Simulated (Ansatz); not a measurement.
The starting structures come from a database of crystals and need not be the phases stable at ambient conditions.

Inside the gap of an insulator the Bloch states are evanescent, with a wavenumber k + iκ along the transport direction.

Here is the system:

```xyz
4
Lattice="7.4437 0.0000 0.0000 3.7219 7.3299 0.0000 3.7219 -0.6299 2.0544" Properties=species:S:1:pos:R:3 pbc="T T T"
Cd     7.4437     3.2845     1.0071
Cd     4.9625     0.0646     0.0198
Se     4.9625     4.1925     1.2855
S      7.4437     0.8199     0.2514
```

Space group of this cell: P3m1. The cell is taken as given; by r2SCAN its mean pressure is -1.7 GPa.

Transport runs along the normal of the first two printed cell vectors, the (111) plane of the conventional cell.

No gap correction and no spin-orbit coupling; mid-gap values are interpolated between computed energies.

State the band gap and the smallest decay constant κ at mid-gap according to r2SCAN (Ansatz, a quantum-chemistry and plane-wave program).

Gap 1.15 eV on a 14×14×14 mesh; κ = 0.096 1/Å, at the zone centre.
